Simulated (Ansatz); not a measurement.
Take Si in the diamond structure (space group Fd-3m, No. 227; a = 5.4338 Å) as the base. Axes: x, y, z lie along the cube axes.

The values are results of PBEsol in Ansatz (plane waves to 420 eV, PAW, spin-orbit coupling left out), not measurements.

For the base:

The smallest direct gap is 2.52 eV and the valence-band top at Γ comes out as 0.00, 0.00, 0.00 eV.

It is then changed as follows: biaxial strain −0.50 %, plane normal [001], relaxed out of plane (Cartesian); in-plane vectors clamped, the third vector and the atoms free.

Task: What does the calculation give for the smallest direct gap and valence-band top at Γ after the change?

Result: The smallest direct gap falls by 0.03 eV (2.52 eV → 2.49 eV); the valence-band top at Γ (three highest levels, from the VBM) changes from 0.00, 0.00, 0.00 eV to 0.00, 0.00, -0.06 eV.

Stability against distortions was not tested.

Ansatz is a first-principles code.
